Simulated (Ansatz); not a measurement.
System: B-vacancy pair (B on one host C site, one C site vacant) in 3C silicon carbide (charge state +1). Level of theory: PBE, PAW (plane waves to 420 eV; Ansatz, a program for electronic structure).

Cell of 64 host sites held at the relaxed PBE lattice; a 2×2×2 k-point mesh shifted by half a step; Fermi-Dirac width 0.01 eV, spin-restricted; finite-size errors left in. Energies are static. The charge state is imposed; whether it is stable for some Fermi level was not computed. Forms of the defect that were not tried may lie lower.

Barriers: single points on a 3×3×3 k-point mesh shifted by half a step at the bands' geometries.

The step: a nearby C atom hops onto the vacant site (B-vacancy distance between ideal sites 3.10 → 5.36 Å). Atoms about the jump, Cartesian Å from the middle of the jump, before and after:

```
atom     x0     y0     z0     x1     y1     z1
----  -----  -----  -----  -----  -----  -----
C1     1.09  -0.01  -1.08  -1.09   0.01   1.08
Si2    0.07  -1.18  -0.05  -0.09  -1.20   0.10
Si3   -0.01   1.08  -2.18  -0.07   1.15  -2.24
Si4    2.20   1.07   0.01   2.25   1.13   0.07
Si5   -2.23   1.11  -0.03  -2.20   1.08   0.00
Si6    0.07   1.13   2.26   0.00   1.07   2.21
C7     1.09   2.16   1.09   1.08   2.16   1.09
C8    -1.09   2.16  -1.07  -1.09   2.16  -1.07
Si9   -0.01   3.27   0.01   0.00   3.27   0.01
C10   -1.11  -2.20  -1.07  -1.09  -2.21  -1.09
C11    1.11  -2.21   1.10   1.13  -2.21   1.08
C12   -1.10   0.00  -3.25  -1.08  -0.02  -3.25
Si13   2.20  -1.13  -2.18   2.27  -1.19  -2.24
C14    3.28  -0.02   1.10   3.27  -0.03   1.09
C15   -3.28  -0.03  -1.07  -3.29  -0.02  -1.08
Si16  -2.19  -1.12  -2.19  -2.20  -1.12  -2.18
Si17   2.19  -1.12   2.20   2.18  -1.12   2.21
C18    1.11  -0.01   3.29   1.11   0.00   3.30
Si19  -2.31  -1.20   2.28  -2.21  -1.12   2.20
C20    1.09   2.17  -3.27   1.11   2.16  -3.27
C21    3.28   2.17  -1.08   3.28   2.16  -1.10
C22   -1.11   2.16   3.29  -1.10   2.16   3.29
C23   -3.28   2.16   1.12  -3.29   2.16   1.10
B24   -1.06  -2.19   3.28  -1.10  -2.21   3.30
```

Question: Give the saddle-point geometry and the barrier.

Answer: 
```json
[
 {"atom": "C1", "x": "0.00", "y": "0.37", "z": "0.01"},
 {"atom": "Si2", "x": "0.31", "y": "-1.38", "z": "-0.29"},
 {"atom": "Si3", "x": "-0.13", "y": "1.16", "z": "-2.03"},
 {"atom": "Si4", "x": "2.05", "y": "1.14", "z": "0.14"},
 {"atom": "Si5", "x": "-2.09", "y": "1.15", "z": "-0.09"},
 {"atom": "Si6", "x": "0.11", "y": "1.14", "z": "2.11"},
 {"atom": "C7", "x": "1.13", "y": "2.38", "z": "1.17"},
 {"atom": "C8", "x": "-1.16", "y": "2.39", "z": "-1.13"},
 {"atom": "Si9", "x": "0.00", "y": "3.36", "z": "0.01"},
 {"atom": "C10", "x": "-1.09", "y": "-2.30", "z": "-1.13"},
 {"atom": "C11", "x": "1.18", "y": "-2.31", "z": "1.08"},
 {"atom": "C12", "x": "-1.07", "y": "0.00", "z": "-3.18"},
 {"atom": "Si13", "x": "2.14", "y": "-1.23", "z": "-2.11"},
 {"atom": "C14", "x": "3.22", "y": "-0.02", "z": "1.09"},
 {"atom": "C15", "x": "-3.23", "y": "-0.03", "z": "-1.06"},
 {"atom": "Si16", "x": "-2.18", "y": "-1.15", "z": "-2.17"},
 {"atom": "Si17", "x": "2.18", "y": "-1.15", "z": "2.19"},
 {"atom": "C18", "x": "1.11", "y": "-0.01", "z": "3.25"},
 {"atom": "Si19", "x": "-2.41", "y": "-1.26", "z": "2.38"},
 {"atom": "C20", "x": "1.07", "y": "2.11", "z": "-3.20"},
 {"atom": "C21", "x": "3.22", "y": "2.11", "z": "-1.06"},
 {"atom": "C22", "x": "-1.10", "y": "2.10", "z": "3.25"},
 {"atom": "C23", "x": "-3.24", "y": "2.10", "z": "1.11"},
 {"atom": "B24", "x": "-1.03", "y": "-2.14", "z": "3.26"}
]
```
It lies 5.00 eV above the start and 4.61 eV above the end. The program found a first-order saddle point.
